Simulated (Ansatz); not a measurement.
This concerns the reaction energy. Reaction: C (diamond) + Si (diamond) → SiC (3C, zinc blende). A negative value means that the right-hand side lies lower.

SiC (3C, zinc blende, F-43m), 2 atoms in the cell, k-point mesh 14×14×14 on the run's own vectors.
Space group F-43m (No. 216); a = b = c = 4.3797 Å, α = β = γ = 90.00°

```json
[
 {"atom": "Si", "site": "4c", "symmetry": "-43m", "x": "0.2500", "y": "0.2500", "z": "0.2500"},
 {"atom": "C", "site": "4a", "symmetry": "-43m", "x": "0.0000", "y": "0.0000", "z": "0.0000"}
]
```
(The calculation used a cell of 2 atoms; values per cell refer to that cell.)

C (diamond, Fd-3m), 2 atoms in the cell, k-point mesh 16×16×16 on the run's own vectors. Conventional cell: a = 3.572 Å, b = 3.572 Å, c = 3.572 Å, α = 90.00°, β = 90.00°, γ = 90.00°.

Si (diamond, Fd-3m), 2 atoms in the cell, k-point mesh 10×10×10 on the run's own vectors. Conventional cell: a = b = c = 5.4697 Å, α = β = γ = 90.00°.

Plane-wave PAW calculations with Ansatz (a first-principles code), its PAW set soft_1, cutoff 420 eV. The structures are at rest with PBE; other levels are single points on them. HSE06 runs on coarser k-point meshes, mended by the PBE difference between the two meshes. Neutral cells; Fermi-Dirac smearing of at most 0.05 eV in the solids, energies taken to zero width. The lattices are those relaxed with PBE, so at other levels the solids can be strained, which adds to the spread. A dispersion term (D3(BJ), or D4 for r2SCAN) was computed beside these levels and is taken off wherever the name lacks it. Static lattices, no vibrational contributions.

Q: Estimate the value that PBE returns for this input.

A: -0.54 eV, for C (diamond) + Si (diamond) → SiC (3C, zinc blende).

Q: How does the value move with the functional?

A: 
```csv
Method,value (eV),less PBE
HSE06,-0.61,-0.07
```

The levels span 0.07 eV, from HSE06 (-0.61) to PBE (-0.54).
